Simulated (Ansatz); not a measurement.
Consider Os in the diamond structure (space group Fd-3m, No. 227; a = 5.5012 Å; a hypothetical phase, not in the database extracts checked).

All numbers come from Ansatz (a first-principles code) PBEsol, no spin-orbit coupling.

Before the change:

```
Property            Value
---------------  --------
Volume per atom  20.81 Å³
Band gap             zero
```

Modification: a hydrostatic pressure of 3 GPa.

Task: How does this affect the volume per atom?

Result: The volume per atom drops by 0.27 Å³ to 20.54 Å³.

Task: Predict the new band gap.

Result: The band gap is still zero.

Load acts through the strain it causes; cell and atoms are relaxed under it. No phonon test of stability was made. All final runs are without spin polarisation.
